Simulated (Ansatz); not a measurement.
**Quick settings and what they miss: TiGaPd (P6_3/mmc, 6 atoms in the cell)**

Self-consistent single point.

```xyz
6
Lattice="4.4579 0.0000 0.0000 -2.2290 3.8607 0.0000 0.0000 0.0000 5.4413" Properties=species:S:1:pos:R:3 pbc="T T T"
Ti     0.0000     0.0000     0.0000
Ti     0.0000     0.0000     2.7207
Ga     0.0000     2.5738     4.0810
Ga     2.2290     1.2869     1.3603
Pd     0.0000     2.5738     1.3603
Pd     2.2290     1.2869     4.0810
```

Level of theory: LDA (PW92), PAW files made with PBE (plane waves; Ansatz, a quantum-chemistry and plane-wave program).

Base settings: basis.ecutwfc = 30.9 Ry; kpoints.mp_grid.grid = 6 6 4; hamiltonian.xc = lda; hamiltonian.pseudopotentials = {kind: paw} (the program's default PAW files); scf.occupations.method = methfessel_paxton; scf.occupations.width = 0.02 Ry.

Tight run (finer mesh or higher cutoff; not a proven limit): basis.ecutwfc: 30.9 Ry → 43.4 Ry; kpoints.mp_grid.grid: 6 6 4 → 9 9 6; scf.convergence.dr2_threshold: default (1e-07 eV) → 1e-09 eV. It gave Fermi level (on the code's own zero) 15.21 eV; pressure -12.12 GPa.

Quick runs, as changes from the base:
- A: the base itself
- B: basis.ecutwfc: 30.9 Ry → 15.4 Ry; kpoints.mp_grid.grid: 6 6 4 → 2 2 2; scf.occupations.width: 0.02 Ry → 0.01 Ry; scf.convergence.dr2_threshold: default (1e-07 eV) → 0.001 eV
- C: basis.ecutwfc: 30.9 Ry → 15.4 Ry; kpoints.mp_grid.grid: 6 6 4 → 4 4 4; scf.convergence.dr2_threshold: default (1e-07 eV) → 0.0001 eV
- D: basis.ecutwfc: 30.9 Ry → 18.4 Ry; kpoints.mp_grid.grid: 6 6 4 → 1 1 1
- E: basis.ecutwfc: 30.9 Ry → 24.6 Ry; kpoints.mp_grid.grid: 6 6 4 → 6 6 6; scf.occupations.method: methfessel_paxton → gaussian; scf.occupations.width: 0.02 Ry → 0.0147 Ry

Energies are extrapolated to zero smearing width, which holds to low order in the width alone.

The count of work is k-points × plane waves × bands × iterations; it is no time. 

Pressures in the table are Ansatz's without its Pulay estimate, at a fixed set of plane waves; the tight run's value above holds the estimate.

The starting cell comes from a database of computed structures (which also holds hypothetical and non-ambient phases and stackings), without a prior relaxation at this level. Its lattice was rescaled by a random factor within 2.5 % of one. Spin polarisation is off. In the base run, with a pressure of about -12 GPa the cell is away from its equilibrium volume at this level.

```csv
run,energy less tight (meV/atom),pressure less tight (GPa),count of work / tight
A,-10.4,-0.24,0.23
B,4651.5,-235.45,0.011
C,4619.6,-237.83,0.036
D,1498.2,-82.12,0.0052
E,16.4,-1.98,0.22
```

Among the runs at the tight run's level, the energy misses run from 10.4 to 4651.5 meV/atom.

Left out of this page: 1 run of the series unsound by tests on forces, stress, charge or solver warnings.

Keys are those of Ansatz 0.2.
